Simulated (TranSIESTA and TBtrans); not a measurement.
## Cu chain with one Si atom in place of Cu

Device: Cu chain with one Si atom in place of Cu. Leads: straight Cu chain, spacing 2.3 Å. Geometry: 3 atoms about the centre moved by SIESTA (PBE, DZP) to a largest force of 0.02 eV/Å, all others as built, motion along the axis alone.

Computed with TranSIESTA and TBtrans, PBE, DZP numerical orbitals (energy shift 0.15 eV), PseudoDojo norm-conserving scalar-relativistic potentials, mesh cutoff 200 Ry, 300 K, no spin polarisation, no spin-orbit coupling; self-consistent non-equilibrium Green functions.

```
Item                               Value
---------------------------------  -----
Conductance at 300 K (G0 = 2e²/h)   0.70
Thermopower (μV/K)                   9.5
Mean T from −0.5 to 0.5 eV          0.70
```

Energies count from the leads' Fermi level. Transmissions are for one spin of a degenerate pair. The energy step is 0.01 eV; narrower resonances are cut or missed.

```csv
E (eV),T,lead channels
-2.00,0.017,1
-1.80,0.088,1
-1.60,0.046,1
-1.40,0.13,3
-1.20,0.37,3
-1.00,0.83,4
-0.80,0.55,4
-0.60,0.60,4
-0.40,0.76,band edge
-0.20,0.81,4
0.00,0.68,1
0.20,0.63,1
0.40,0.58,1
0.60,0.54,1
0.80,0.50,1
1.00,0.46,1
1.20,0.43,1
1.40,0.40,1
1.60,0.37,1
1.80,0.34,1
2.00,0.31,1
```

The leads' channel count changes near -0.01 eV, within the thermal window, so values at the Fermi level hang on where that band edge falls. The straight chain is held at its spacing; free chains may zigzag or dimerise. No spin-polarised start was tried, so a magnetic state, if there is one, is missed.
